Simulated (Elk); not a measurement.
Band structure of TlBi2 (P6/mmm, 3 atoms in the cell).

```yaml
crystal:
  lattice:
    - [5.70866, 0.00000, 0.00000]
    - [-2.85433, 4.94384, 0.00000]
    - [0.00000, 0.00000, 3.39376]
  atoms:
    - { symbol: Tl, position: [0.00000, 0.00000, 0.00000] }
    - { symbol: Bi, position: [0.66667, 0.33333, 0.50000] }
    - { symbol: Bi, position: [0.33333, 0.66667, 0.50000] }
```

Method: LDA (PW92), all-electron FP-LAPW, Elk's shipped species files, APW+lo basis with extra local orbitals (Elk).

Settings: rgkmax = 8; stype = 0; swidth = 0.00499791 Ha; ngridk = 6 6 8; gmaxvr = 18 1/bohr; lmaxapw = 10; lmaxo = 8; nxlo = 2; lorbcnd = true; lradstp = 2; nrmtscf = 2; lmaxi = 4; maxscl = 100.

The starting cell comes from a database of computed structures (which also holds hypothetical and non-ambient phases and stackings), without a prior relaxation at this level. Spin-orbit coupling is off. Values depend on the basis (sphere radii, cutoffs, local orbitals), which need not be converged.

Levels in eV from the Fermi level, bands 22 to 29:
```
point     22     23     24     25     26    27    28    29
-----  -----  -----  -----  -----  -----  ----  ----  ----
Γ      -3.22  -3.22  -1.96  -1.96   2.09  5.17  6.33  6.33
M      -4.50  -0.64  -0.18   1.74   2.83  3.15  3.22  3.86
K      -2.19  -1.97  -1.97   2.81   3.55  3.55  4.05  4.05
A      -2.20  -1.85  -1.80  -1.80  -0.44  1.36  1.36  1.92
L      -4.22  -2.71  -2.55  -2.31   1.20  2.14  2.16  3.22
H      -3.75  -3.71  -3.71   0.41   0.41  1.15  3.07  3.07
```

Bands cross the Fermi level along this path, so the cell is metallic at this level.
